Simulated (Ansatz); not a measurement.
System: AlB2-type YbB₂. Method: r²SCAN+rVV10 (PAW; Ansatz, a quantum-chemistry and plane-wave program).

Run with plane-wave cutoff 560 eV, 18×18×16 k mesh (along the axes of the cell as run), Fermi–Dirac smearing 0.05 eV, spin-polarised with parallel moments, scalar-relativistic PAW data made under PBE.

Computed at the level's own relaxed cell.

**Question.** Give the computed lattice parameter a and c axis length.

**Answer.** 
- lattice parameter a = 3.230 Å
- c axis length = 3.806 Å

Note: the magnetic order was assumed, not searched for or taken from measurement; the relaxation could not lower the start's symmetry, so the cell can be a saddle point above a distorted one; the 4f shell is treated without U or exact exchange, so its levels and filling can be wrong; the moments ended far under their starting size, a low-moment state that need not be the lowest.

Spin–orbit coupling is not included; it can open a gap where bands touch, and shift volumes and moduli.

Static lattice: no zero-point or thermal effects.

It cost very roughly 19 core-minutes of CPU time.
